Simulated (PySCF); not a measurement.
PySCF 2.14.0, PBE0/def2-svp: C[Si@@H]([SiH3])N[SiH2]F, 16 atoms. The geometry is a generated start, not checked to be a minimum at this level.

```json
{
  "task": "energy and gradient",
  "method": "pbe0",
  "basis": "def2-svp",
  "mol.max_memory": "7000 MB",
  "mf.init_guess": "minao (default)",
  "mf.DIIS": "CDIIS (default)",
  "mf.diis_space": "8 (default)",
  "mf.conv_tol": "1e-09 (default)",
  "mf.grids.level": "3 (default)",
  "basis functions (reference run)": "146",
  "grid points (reference run)": "197904"
}
```

```xyz
16

C     -0.2214    -1.8824    -0.1111
Si    -0.5790    -0.1401    -0.6320
Si    -1.8513     0.8999     1.0351
N      0.7812     0.6770    -1.2333
Si     2.0080     0.9173    -0.1022
F      1.4224     1.7661     1.1172
H      0.3561    -1.9237     0.8177
H      0.3463    -2.4145    -0.8811
H     -1.1492    -2.4396     0.0541
H     -1.4491    -0.2370    -1.8277
H     -1.1207     0.8622     2.3306
H     -3.1254     0.1511     1.2125
H     -2.1696     2.3063     0.6672
H      1.1583     0.1946    -2.0414
H      2.4981    -0.3979     0.3654
H      3.0953     1.6607    -0.7710
```
Charge 0, spin multiplicity 1.

The reference run uses exact four-centre integrals. Single runs; times are not shown.

Settings tried, all else as in the reference:
- density fitting of J alone, exact K
- density fitting, auxbasis = autoaux
- density fitting
- density fitting, auxbasis = def2-universal-jfit

Sort the settings: which keep to the reference within 1.0 meV/atom in energy, 10 meV/Å in forces (largest component), and which don't?

Within it: density fitting, auxbasis = autoaux; density fitting; density fitting of J alone, exact K. Outside: density fitting, auxbasis = def2-universal-jfit.

| setting | energy against the reference | difference in forces (largest component) |
|---|---|---|
| density fitting, auxbasis = autoaux | −0.061 meV/atom | 1.3 meV/Å |
| density fitting | −0.20 meV/atom | 2.0 meV/Å |
| density fitting of J alone, exact K | −0.35 meV/atom | 2.3 meV/Å |
| density fitting, auxbasis = def2-universal-jfit | +2200 meV/atom | 1200 meV/Å |

Total energies are compared; such shifts often cancel in part in energy differences. def2-universal-jfit is made for Coulomb alone and misses functions that exchange needs. Also tried and not ranked: density fitting, auxbasis = def2-universal-jkfit (same energy as a listed run); COSX exchange (sgx_fit, pjs) with fitted J, mf.with_df.grids_level_i = 1, mf.with_df.grids_level_f = 1 (gradient came out as NaN); COSX exchange (sgx_fit, pjs) with fitted J, mf.with_df.grids_level_i = 1, mf.with_df.grids_level_f = 2 (default) (gradient came out as NaN); COSX exchange (sgx_fit, pjs) with fitted J, mf.with_df.grids_level_i = 1, mf.with_df.grids_level_f = 3 (gradient came out as NaN); COSX exchange (sgx_fit, pjs) with fitted J, mf.with_df.grids_level_i = 1, mf.with_df.grids_level_f = 4 (gradient came out as NaN). The tolerance is a choice made for this comparison.
